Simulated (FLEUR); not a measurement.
A self-consistent single point of LaB6 (Pm-3m, 7 atoms in the cell) with FLEUR.

Level of theory: PBE, all-electron FLAPW (FLEUR), scalar-relativistic valence.

The change in words: lattice scaled by 0.98. Reference geometry:
```xyz
7
Lattice="4.1862 0.0000 0.0000 0.0000 4.1862 0.0000 0.0000 0.0000 4.1862" Properties=species:S:1:pos:R:3 pbc="T T T"
La     0.0000     0.0000     0.0000
B      3.3495     2.0931     2.0931
B      0.8367     2.0931     2.0931
B      2.0931     3.3495     2.0931
B      2.0931     0.8367     2.0931
B      2.0931     2.0931     3.3495
B      2.0931     2.0931     0.8367
```

Reference input (self-consistent single point, DFT, PBE, all-electron FLAPW (FLEUR), scalar-relativistic valence): Kmax = 4.1 1/bohr; GmaxXC = 16.4 1/bohr; xcFunctional = pbe; jspins = 1; l_soc = F; mode = gauss; fermiSmearingEnergy = 0.00499791 Htr; mesh (inpgen div1-3) = 7 7 7; inpgen gamma flag = false; Gmax = 16.4 1/bohr; numbands = 0; maxIterBroyd = 15. This run's input differs from it in these lines:

```diff
@@ -3,5 +3,5 @@
 &input film=f /
-4.1862460000 0.0000000000 0.0000000000
-0.0000000000 4.1862460000 0.0000000000
-0.0000000000 0.0000000000 4.1862460000
+4.1025210000 0.0000000000 0.0000000000
+0.0000000000 4.1025210000 0.0000000000
+0.0000000000 0.0000000000 4.1025210000
 1.8897261246
@@ -48,5 +48,5 @@
          <bravaisMatrix>
-            <row-1>    7.9108584302022509     0.0000000000000000     0.0000000000000000</row-1>
-            <row-2>    0.0000000000000000     7.9108584302022509     0.0000000000000000</row-2>
-            <row-3>    0.0000000000000000     0.0000000000000000     7.9108584302022509</row-3>
+            <row-1>    7.7526411104201172     0.0000000000000000     0.0000000000000000</row-1>
+            <row-2>    0.0000000000000000     7.7526411104201172     0.0000000000000000</row-2>
+            <row-3>    0.0000000000000000     0.0000000000000000     7.7526411104201172</row-3>
          </bravaisMatrix>
```

The program printed (abridged):

```
 Iteration:     1   Distance:      17.53501120 me/bohr^3
 Iteration:     2   Distance:      15.92613618 me/bohr^3
 Iteration:     3   Distance:       8.78961961 me/bohr^3
 Iteration:     4   Distance:      10.76889666 me/bohr^3
 Iteration:     5   Distance:       3.48698643 me/bohr^3
   [... 12 lines left out ...]
 Iteration:    18   Distance:       0.00006967 me/bohr^3
 Iteration:    19   Distance:       0.00002223 me/bohr^3
 Iteration:    20   Distance:       0.00003706 me/bohr^3
 Iteration:    21   Distance:       0.00000143 me/bohr^3
 Reset of history
 Run finished successfully
 Stop message:
   Structural relaxation: new displacements generated

[file out, last iteration]
             iter=     22
[...]
          total density-effective poten   -1.4545820666E+04
          total charge density-energy d   -2.2886876798E+02
 Updated energy parameters for spin:           1
[...]
 fermi energy and band-weighting factors:

[...]
FERMIE:
          first approx. to ef    (T=0)  :   0.447855 htr   (energy of the highest occ. eigenvalue)
          number of occ. states  (T=0)  :        291
          first approx. to seigv (T=0)  :   1.826682 htr
          sum of weights of occ. states :  14.612245
          sum of semicore charge        :   0.000000 e
          fermi energy=   0.44639 har   work function= -12.14680 ev
          number of valence electrons=  29.00000
   [... lines left out ...]
          total moment                 =     0.00000
 Direct bandgap for spin            1 :    5.4516000127544650E-003  Htr
 ---->    free energy=                     -8646.8947713737 htr
   [... lines left out ...]
      extrapolation for T->0
 ---->    total electron energy=           -8646.8947713737 htr
 ***** TOTAL FORCES ON ATOMS *****
 TOTAL FORCE FOR ATOM TYPE=  1  X=  0.000   Y=  0.000   Z=  0.000
                       FX_TOT= 0.000000 FY_TOT= 0.000000 FZ_TOT= 0.000000
 TOTAL FORCE FOR ATOM TYPE=  2  X= -1.550   Y=  3.876   Z=  3.876
                       FX_TOT= 0.003708 FY_TOT= 0.000000 FZ_TOT= 0.000000
```

The run converged in 21 iterations. FLEUR gives forces in its relaxation mode, with a further iteration, so its stop message speaks of a relaxation. Against the reference run the total energy goes up by 7.3 meV/atom and the largest force goes from 0.046 to 0.191 eV/Å.

The starting cell comes from a database of computed structures (which also holds hypothetical and non-ambient phases and stackings), without a prior relaxation at this level. Its lattice was rescaled by a random factor within 2.5 % of one. For this run, on top of that: lattice scaled by 0.98. Values depend on the basis (sphere radii, cutoffs, local orbitals), which need not be converged. The log's line on a gap gives a spacing of levels on this mesh, which the program prints for metals too.

Cost on one core of a shared machine: roughly 2 min.
